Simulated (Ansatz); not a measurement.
Abridged Ansatz (a quantum-chemistry and plane-wave program) output:

```
Relaxation: its limit of steps is 50 (relax.max_steps)
Pseudopotential: Ba, paw, valence charge 10
Pseudopotential: Ti, paw, valence charge 12
Pseudopotential: O, paw, valence charge 6
Crystal: 5 atoms, lattice volume = 67.294 Å³
Basis set: ecut = 420 eV, 1357 PW (Γ), exchange–correlation on 60×60×60 points (8 copies of the dense FFT grid, shifted against one another)
Bands: 25, of which v1, the nominal top of the filled ones, is band 20 counted from 1 (19 counted from 0)
Symmetry: 48 space group operations
k-points: 35 of 512
Functional: x = pbe(κ = 0.804, μ = 0.2195149727645171), c = pbe(β = 0.06672455060314922)
SCF iter   1: F=—  HF=-10159.525133 eV  |F-HF|=—  |Δ(HF+E_count)|=         —  Δρ=1.49e-3  dr2=9.43e-4  ethr=1.77e-3  ⟨swp⟩=6.1  Hψ=4322  notcnv=0
SCF iter   2: F=—  HF=-10159.525408 eV  |F-HF|=—  |Δ(HF+E_count)|=   2.75e-4  Δρ=6.92e-4  dr2=2.13e-4  ethr=2.36e-6  ⟨swp⟩=2.0  Hψ=1723  notcnv=0
SCF 1 converged in 7 iterations: F = -10159.525486 eV  dr2 = 4.97e-10
relax step   1: F+E_penalty+E_count = -10159.52548643 eV  Δ(F+E_penalty+E_count) = +0.000e0 eV  max|allowed force component| = 1.507e-29 eV/Å  Δτ_max = 0.0000 Å  (7 SCF iters, accepted)
SCF converged after 7 iterations
Free energy (F): -10159.525486 eV
Internal energy: -10159.525486 eV  (E = F + TS)
E sigma→0 (E₀):  -10159.525486 eV
Fermi energy:    10.509645 eV
--- Forces (eV/Å), atoms counted from 1 ---
  atom   1  Ba    -0.00000000     0.00000000     0.00000000
  atom   2  Ti    -0.00000000    -0.00000000     0.00000000
  atom   3  O      0.00000000    -0.00000000     0.00000000
  atom   4  O      0.00000000     0.00000000    -0.00000000
  atom   5  O      0.00000000     0.00000000     0.00000000
--- Stress (GPa, compression-positive) ---
       -5.378932      -0.000000       0.000000
        0.000000      -5.378932       0.000000
        0.000000       0.000000      -5.378932
  P = ⅓ Tr σ = -5.3789 GPa (-53.789 kbar)
--- Relaxed structure (1 steps of the walk, 1 accepted, 0 SCFs on fresh bases) ---
  atoms:
    - { symbol: Ba, position: [0.0, 0.0, 0.0] }
    - { symbol: Ti, position: [0.5, 0.5, 0.5] }
    - { symbol: O, position: [0.5, 0.0, 0.5] }
    - { symbol: O, position: [0.0, 0.5, 0.5] }
    - { symbol: O, position: [0.5, 0.5, 0.0] }
```

**Question.** What was computed, and what are the main results?

**Answer.** BaTiO3, 5 atoms in the cell, with Ansatz PBE, spin-orbit coupling left out. The last SCF converged to F = -10159.525486 eV, or -2031.9051 eV per atom, at a pressure of -5.38 GPa. The total energy compares only with runs of the same code, potentials and settings.

The cells carry an imposed strain or load. No phonon test of stability was made. The final runs are not spin-polarised. The cell was made from BaTiO₃ in the cubic perovskite structure (space group Pm-3m, No. 221) by this change: isotropic strain +1.20 %. Many cubic perovskites are stable only at high temperature; tilts and polar distortions were not tested. This is not the structure that BaTiO3 has at room temperature and ambient pressure.

Keys are those of Ansatz 0.2.
